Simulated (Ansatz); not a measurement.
Base system: BiB in the zinc blende structure (space group F-43m, No. 216; a = 5.4556 Å; a hypothetical phase, not in the database extracts checked).

Modification: a hydrostatic pressure of 30 GPa.

Levels (all Ansatz, a program for electronic structure, PAW): PBEsol (420 eV, no spin-orbit coupling); PBEsol+SOC (420 eV, spin-orbit coupling included).

The geometry is relaxed with PBEsol.

- PBEsol smallest direct gap = 1.99 eV
- PBEsol pressure = 300.0 kbar
- PBEsol band gap = 0.48 eV

What does PBEsol+SOC give at this geometry for the smallest direct gap, pressure and band gap?

The smallest direct gap shrinks by 0.23 eV (1.99 eV → 1.76 eV); the pressure drops by 7.1 kbar, from 300.0 kbar to 292.9 kbar; the band gap drops by 0.129 eV to 0.36 eV. The threefold valence maximum splits by Δso ≈ 1.24 eV.

Single points use the geometry relaxed with PBEsol. Differences between runs with and without spin-orbit coupling are approximate. Spin-orbit coupling, missing from the scalar runs, can matter with Bi. Load acts through the strain it causes; cell and atoms are relaxed under it. Stability against distortions was not tested. No other phases were tried under pressure.
